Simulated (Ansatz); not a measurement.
For BeTe (model structure, started from the CsCl type, Pm-3m, No. 221, 2 atoms in the cell), PBE-D3(BJ) (PAW; Ansatz, a first-principles code) gives:

- lattice constant a: 3.297 Å
- enthalpy of formation: 0.756 eV/atom

Question: What does r²SCAN (plane waves, PAW; Ansatz) give for the same quantities?

Answer: 
- lattice constant a: 3.364 Å (grows by 2.0 %)
- formation enthalpy: 0.861 eV/atom (rises by 0.105 eV/atom)

Changes are worked out from the printed values.

Unless a cell is named, each level is at its own relaxed cell (PBE-D3(BJ) 17.91, r²SCAN 19.04 Å³/atom).

Levels without +SOC leave out spin–orbit coupling, which shifts energies and cells of such heavy elements.

Ansatz's density-functional and Hartree–Fock values are scalar-relativistic unless marked +SOC, with PAW data made under PBE.

A model structure was made by putting elements into a prototype or built by hand; it is no filed structure, need not be a known phase, and can be a saddle point held by its symmetry.
